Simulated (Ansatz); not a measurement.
**MoP under a change: biaxial strain −3.12 %, plane normal [001], relaxed out of plane**

Start from MoP (space group P-6m2, No. 187; a = 3.2422 Å, c = 3.1942 Å; relaxed with 0.1 eV smearing). Axes: x lies along a and z along c of the hexagonal cell.

One thing is altered: biaxial strain −3.12 %, plane normal [001], relaxed out of plane (Cartesian); in-plane vectors clamped, the third vector and the atoms free.

The values are results of PBE (Ansatz, a program for electronic structure; PAW; 420 eV plane waves; without spin-orbit coupling), not measurements. k-mesh 20×20×18 (Γ-centred); smearing 0.1 eV (Fermi–Dirac).

The shortest interatomic distance decreases by 0.022 Å (2.461 Å → 2.439 Å) and the band gap is still zero. The out-of-plane strain amounts to +2.11 % and the ratio −ε⊥/ε∥ comes out as 0.68. The mean in-plane stress (compression positive) amounts to +12.5 GPa.

Cost of the whole job for the changed cell (relaxation, final SCF and bands): very roughly 2.1 core-minutes.

Stability against distortions was not tested. All final runs are without spin polarisation. An odd electron count without spin: MoP.
